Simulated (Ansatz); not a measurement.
Data:

End structure of H on the 1x1 (111) surface of fcc Cu, one in a 2x2 cell, started at the site 'hollow Cu-Cu-Cu over Cu at depth 4.1 Å':

```
CELL_PARAMETERS angstrom
      5.13360     0.00000     0.00000
     -2.56680     4.44582     0.00000
      0.00000     0.00000    25.50000
ATOMIC_POSITIONS crystal
  Cu 0.16667 0.33333 0.37817
  Cu 0.16667 0.83333 0.37817
  Cu 0.66667 0.33333 0.37817
  Cu 0.66667 0.83333 0.37817
  Cu 0.33333 0.16667 0.45940
  Cu 0.33333 0.66667 0.45940
  Cu 0.83333 0.16667 0.45940
  Cu 0.83333 0.66667 0.45940
  Cu 0.00011 0.00006 0.53997
  Cu 0.00000 0.50000 0.54343
  Cu 0.49994 0.00006 0.53997
  Cu 0.49994 0.49989 0.53997
  Cu 0.16700 0.33300 0.62363
  Cu 0.16700 0.83401 0.62363
  Cu 0.66599 0.33300 0.62363
  Cu 0.66667 0.83333 0.61992
  H  0.33333 0.16667 0.65931
```

Slab: 17 atoms, 6.2 Å thick at the start under the adsorbate (thin: gaps and levels are the slab's own); k 6x6x1, smearing 0.1 eV, dipole-corrected; single point; on the structure that PBE left under its start's symmetry; no spin, no spin-orbit, no U, no dispersion correction. At the end it is bonded to 3 Cu. In PBE it is, or lies within 0.03 eV of, the lowest of the starts that converged; the order may differ at this level.

A negative adsorption energy means that the adsorbate is more stable on the surface than in its reference.

Task: Predict the work function of the top face from r2SCAN, at the PBE geometry run with Ansatz (an electronic-structure program).

Result: 4.78 eV

Task: What change of the step from the bottom to the top vacuum level, against the clean slab does r2SCAN, at the PBE geometry give?

Result: -0.028 eV

Task: Give the change of the work function at the level r2SCAN, at the PBE geometry.

Result: -0.021 eV

Task: What is the computed adsorption energy against ½ H2(g) at the same level (r2SCAN, at the PBE geometry)?

Result: -0.23 eV
